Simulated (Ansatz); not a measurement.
Migration of interstitial O, charge -2, in different hosts. Calculation: PBE, PAW (plane waves to 420 eV; Ansatz, a quantum-chemistry and plane-wave program).

Each figure is the lowest single hop between equivalent sites among the routes that converged and passed our checks, counted from the lowest site run. It need not be the barrier to long-range diffusion, and untried routes may lie lower. Climbing-image NEB, static nuclei, fixed cells, no finite-size correction; on the finer meshes named, energies are single points at the band's geometries. Saddle orders were checked for a part of the study's bands only and are not shown. Charge states are imposed. Spin-orbit coupling is left out.

```
Host                                Route  Hop (Å)                                               Neighbours at the saddle  Barrier (eV)                              Cell
-----------------------  ----------------  -------  ---------------------------------------------------------------------  ------------  --------------------------------
monoclinic HfO2          O moves farthest     1.56                      2 Hf at 2.00; O at 2.46, O at 2.47, 2 O at 2.48 Å          0.54           96 sites, 2×2×2 shifted
rock-salt SrO            O moves farthest     2.59                              2 O at 2.61; 2 Sr at 2.18, 4 Sr at 2.82 Å          1.13           64 sites, 2×2×2 shifted
polar orthorhombic HfO2  O moves farthest     1.53  2 Hf at 2.03; O at 2.40, O at 2.50, O at 2.52, O at 2.53, O at 2.57 Å          0.48           96 sites, 2×2×2 shifted
rock-salt CaO            O moves farthest     2.42                                2 Ca at 2.02, Ca at 2.63; 2 O at 2.44 Å          1.24           64 sites, 2×2×2 shifted
corundum                 O moves farthest     1.09  Al at 1.79, Al at 1.82, Al at 1.92; O at 2.11, O at 2.20, O at 2.30 Å             …  120 sites, 2×2×2 shifted along c
```

Question: Fill in the missing entries.

Answer: 
- corundum, Barrier (eV): 0.51
